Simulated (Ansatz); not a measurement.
# Al2CdS4: pressure 22.5 GPa

Base system: Al2CdS4 (space group I-4, No. 82; a = 5.5213 Å, c = 10.1538 Å).

One thing is altered: cell and atoms relaxed at a pressure of 22.5 GPa.

Calculations: PBEsol (Ansatz, a program for electronic structure, PAW, no spin-orbit coupling). Γ-centred 9×9×9 mesh, Fermi–Dirac width 0.05 eV.

```json
[
 {"quantity": "lattice parameter a", "base": "552.1 pm", "changed": "494.8 pm", "shift": "-57.3 pm"},
 {"quantity": "c/a ratio", "base": "1.839", "changed": "1.922", "shift": "+0.083"},
 {"quantity": "shortest interatomic distance", "base": "226.1 pm", "changed": "216.0 pm", "shift": "-10.1 pm"},
 {"quantity": "enthalpy H = E + PV relative to the base's energy", "base": "–", "changed": "+2.63 eV/atom", "shift": "–"},
 {"quantity": "band gap", "base": "2.82 eV", "changed": "2.40 eV", "shift": "-0.42 eV"},
 {"quantity": "gap character", "base": "indirect, k = (0.222, -0.222, 1/3) in the run's primitive reciprocal basis → Γ", "changed": "indirect, Γ → M", "shift": "–"},
 {"quantity": "smallest direct gap", "base": "2.87 eV", "changed": "2.71 eV", "shift": "-0.167 eV"},
 {"quantity": "width of the top valence band", "base": "0.46 eV", "changed": "1.03 eV", "shift": "+0.57 eV"},
 {"quantity": "valence-band top at Γ (three highest levels, from the VBM)", "base": "–", "changed": "0.00, 0.00, -0.78 eV", "shift": "–"}
]
```

Load acts through the strain it causes; cell and atoms are relaxed under it. Whether these cells are dynamically stable was not tested. Competing high-pressure phases were not computed.
